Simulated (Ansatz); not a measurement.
Consider the following.

End structure of OH on the 1x1 (111) surface of fcc Al, one in a 1x1 cell, started at the site 'hollow Al-Al-Al over Al at depth 4.6 Å':

```
CELL_PARAMETERS angstrom
      2.85810     0.00000     0.00000
     -1.42905     2.47518     0.00000
      0.00000     0.00000    26.50000
ATOMIC_POSITIONS crystal
  Al 0.33333 0.66667 0.36842
  Al 0.66667 0.33333 0.45674
  Al 0.00640 0.99988 0.54478
  Al 0.34206 0.66648 0.62793
  O  0.67690 0.33317 0.67284
  H  0.67856 0.33320 0.71036
```

Model: 6-atom slab, 7.0 Å thick at the start under the adsorbate (thin: gaps and levels are the slab's own), 12x12x1 mesh, Fermi-Dirac 0.1 eV, dipole correction, 2 atoms held, the rest relaxed; no symmetry held; spin-polarised, no spin-orbit, no U, no dispersion correction. The starting moment vanished. At the end it is bonded to 3 Al. In PBE it is, or lies within 0.03 eV of, the lowest of the starts that converged.

A negative adsorption energy means that the adsorbate is more stable on the surface than in its reference.

**Question.** Predict the work function of the top face from PBE run with Ansatz (an electronic-structure program).

**Answer.** 2.65 eV

**Question.** Predict the change of the step from the bottom to the top vacuum level, against the clean slab from PBE.

**Answer.** -1.51 eV

**Question.** What is the computed adsorption energy against H2O(g) − ½ H2(g) (PBE)?

**Answer.** -0.77 eV

**Question.** Give the change of the work function at the level PBE.

**Answer.** -1.39 eV
